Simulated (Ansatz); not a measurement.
Input:

```
Ta
1.0
    4.58261     0.00000     0.00000
    2.29130     3.96865     0.00000
    2.29130    -1.32288     0.94372
Ta
1
Direct
  0.00000   0.00000   0.00000
```

No spin polarisation.

Method: LDA (Ansatz, a quantum-chemistry and plane-wave program; PAW; 420 eV plane waves; scalar-relativistic without spin-orbit coupling). Settings: 28×28×28 k-points, 0.1 eV Fermi–Dirac smearing.

Question: Estimate the space group.

Answer: R-3m (No. 166).

Question: What is the computed band gap?

Answer: Zero.

Question: Predict the mean in-plane stress (compression positive).

Answer: +1.3 GPa.

The cells carry an imposed strain or load. Stability against distortions was not tested. The final runs are not spin-polarised. The cell was made from Ta in the bcc (W type) structure (space group Im-3m, No. 229) by this change: biaxial strain −0.42 %, plane normal [111], relaxed out of plane.
